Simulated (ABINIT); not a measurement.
Input and output of a self-consistent single point for ScRu₃C (Pm-3m, 5 atoms in the cell) (ABINIT).

Level of theory: LDA (PW92), norm-conserving pseudopotentials (PseudoDojo nc-sr-04 LDA standard) (plane waves; ABINIT).

```
CELL_PARAMETERS angstrom
      4.06131     0.00000     0.00000
      0.00000     4.06131     0.00000
      0.00000     0.00000     4.06131
ATOMIC_POSITIONS crystal
  Sc 0.00000 0.00000 0.00000
  Ru 0.00000 0.50000 0.50000
  Ru 0.50000 0.00000 0.50000
  Ru 0.50000 0.50000 0.00000
  C  0.50000 0.50000 0.50000
```

Reference input (self-consistent single point, DFT, PBEsol, plane waves, norm-conserving pseudopotentials (PseudoDojo nc-sr-04 PBEsol standard)): pseudos = [Sc.upf, Ru.upf, C.upf]; ecut = 1143 eV; occopt = 3; tsmear = 0.1 eV; ngkpt = 7 7 7; nshiftk = 1; shiftk = 0 0 0; potentials = PseudoDojo nc-sr-04 PBEsol standard; nband = 41; kptopt = 1; nstep = 100; tolvrs = 1e-10. This run's input differs from it in these lines:

```diff
@@ -1,2 +1,2 @@
-# ScRu3C, PseudoDojo nc-sr-04 PBEsol standard
+# ScRu3C, PseudoDojo nc-sr-04 LDA standard
 pp_dirpath "./"
@@ -18,3 +18,3 @@
          0.5000000000    0.5000000000    0.5000000000
-ecut 1143 eV
+ecut 1197 eV
 occopt 3
```

Its files differ too (potentials: PseudoDojo nc-sr-04 PBEsol standard → PseudoDojo nc-sr-04 LDA standard).

Output (repeated stretches shortened):

```
--- !BeginCycle
solver: {iscf: 7, nstep: 100, nline: 4, wfoptalg: 0, }
tolerances: {tolvrs: 1.00E-10, }
...

     iter   Etot(hartree)      deltaE(h)  residm     vres2
 ETOT  1  -357.09812060370    -3.571E+02 2.034E-01 2.209E+03
 ETOT  2  -355.90427363847     1.194E+00 3.031E-02 8.814E+03
 ETOT  3  -357.83963856044    -1.935E+00 3.176E-02 2.579E+01
 ETOT  4  -357.84620464549    -6.566E-03 1.105E-02 1.545E+00
 ETOT  5  -357.84644364570    -2.390E-04 5.296E-03 7.635E-01
   [... 3 lines left out ...]
 ETOT  9  -357.84653034421    -3.571E-07 5.951E-04 5.492E-06
 ETOT 10  -357.84653034542    -1.212E-09 1.100E-03 3.037E-07
 ETOT 11  -357.84653034549    -6.776E-11 4.690E-04 3.213E-09
 ETOT 12  -357.84653034549     4.036E-12 8.804E-04 4.199E-11
 At SCF step   12       vres2   =  4.20E-11 < tolvrs=  1.00E-10 =>converged.

 Cartesian components of stress tensor (hartree/bohr^3)
  sigma(1 1)=  3.36582291E-04  sigma(3 2)=  0.00000000E+00
  sigma(2 2)=  3.36582291E-04  sigma(3 1)=  0.00000000E+00
  sigma(3 3)=  3.36582291E-04  sigma(2 1)=  0.00000000E+00

 ----iterations are completed or convergence reached----

 reduced coordinates (array xred) for    5 atoms
       0.000000000000      0.000000000000      0.000000000000
       0.000000000000      0.500000000000      0.500000000000
       0.500000000000      0.000000000000      0.500000000000
       0.500000000000      0.500000000000      0.000000000000
       0.500000000000      0.500000000000      0.500000000000
 cartesian forces (eV/Angstrom) at end:
    1     -0.00000000000000    -0.00000000000000    -0.00000000000000
   [... lines left out ...]
 Fermi (or HOMO) energy (hartree) =   0.49697   Average Vxc (hartree)=  -0.49996
 Fermi (or HOMO) energy (eV) =  13.52324   Average Vxc (eV)= -13.60447
   [... lines left out ...]
total_energy        : -3.57846530345488E+02
total_energy_eV     : -9.73749930020022E+03
band_energy         : -2.60103763812807E+01
...

-Cartesian components of stress tensor (GPa)         [Pressure= -9.9026E+00 GPa]
- sigma(1 1)=  9.90259122E+00  sigma(3 2)=  0.00000000E+00
- sigma(2 2)=  9.90259122E+00  sigma(3 1)=  0.00000000E+00
- sigma(3 3)=  9.90259122E+00  sigma(2 1)=  0.00000000E+00

 Calculation completed.
```

The run converged in 12 iterations. Against the reference run the pressure goes from -4.80 to -9.90 GPa.

The starting cell comes from a database of computed structures (which also holds hypothetical and non-ambient phases and stackings), without a prior relaxation at this level. Spin polarisation is off. With a pressure of about -10 GPa the cell is away from its equilibrium volume at this level.

Cost on one core of a shared machine: roughly 5 min.
